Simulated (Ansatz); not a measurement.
The parent structure is WC (space group P-6m2, No. 187; a = 2.9127 Å, c = 2.8354 Å; relaxed with 0.1 eV smearing). Axes: x lies along a and z along c of the hexagonal cell.

Level of theory: r2SCAN/PAW in Ansatz (an electronic-structure program), without spin-orbit coupling.

Strains are applied to the cell and any free atomic positions relax.

One change was made to it. Results:

```csv
quantity,base,after
energy relative to the base (free energy F),0 meV/atom,+21 meV/atom
band gap,zero,zero
```

**Question.** Which change produced these results?
A) uniaxial strain ε_zz = −0.50 %
B) uniaxial strain ε_zz = −2.00 %
C) uniaxial strain ε_zz = −1.00 %
D) uniaxial strain ε_zz = −2.50 %
E) uniaxial strain ε_zz = −1.50 %

**Answer.** D, uniaxial strain ε_zz = −2.50 %. For comparison, the energy relative to the base in the other runs: uniaxial strain ε_zz = −1.00 % gives +3.3 meV/atom; uniaxial strain ε_zz = −1.50 % gives +7.5 meV/atom; uniaxial strain ε_zz = −2.00 % gives +14 meV/atom; uniaxial strain ε_zz = −0.50 % gives +0.8 meV/atom.

Whether these cells are dynamically stable was not tested. The final runs are not spin-polarised.
